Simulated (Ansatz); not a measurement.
What Si on a S site does to GaS

The parent structure is an 8-atom supercell of GaS in the beta-GaS type structure (space group P6_3/mmc, No. 194; a = 3.591 Å, c = 15.450 Å; layered, stacked along the Cartesian z axis) at its relaxed geometry.

Now apply this change: a neutral Si on a S site, atoms relaxed at fixed cell, starting from a slightly rattled geometry.

Computed with Ansatz (an electronic-structure program), PBE-D3(BJ), PAW, cutoff 420 eV, no spin-orbit coupling, earlier PAW set. Γ-centred 8×8×8 mesh, Fermi–Dirac width 0.01 eV.

The pressure goes from zero to -0.9 GPa and the largest displacement of a host atom from its site in the perfect cell comes out as 0.09 Å. The shift of the substituted atom off its lattice site comes out as 0.44 Å.

Final structure:

```
Ga4SiS3
1.0
    3.59081     0.00000     0.00000
   -1.79541     3.10973     0.00000
   -1.79541    -3.10973    15.44992
Ga Si S
4 1 3
Cartesian
 -0.00525   2.09052   2.70894
  0.00494  -2.05074  10.34192
  0.00878  -2.04991  12.80672
 -0.00534   2.09128   5.17016
  1.80241  -1.01363   8.90535
  1.79020   1.05397   1.62208
 -1.80088   1.05466   6.29582
 -1.78686  -1.01339  13.90579
```

Other magnetic orders, which the real material may have, were not ruled out. In so small a cell the defect repeats every few ångströms: this is an ordered compound, not a dilute defect. A case with no gap was solved on a k-mesh chosen for an insulator, which is coarse for it. Seeded moments were not kept for Si on a S site. The defect cell is spin-polarised and ends with 0.0 μB. The D3 term's C6 switches between coordination references near this geometry, which can add small steps to energies.
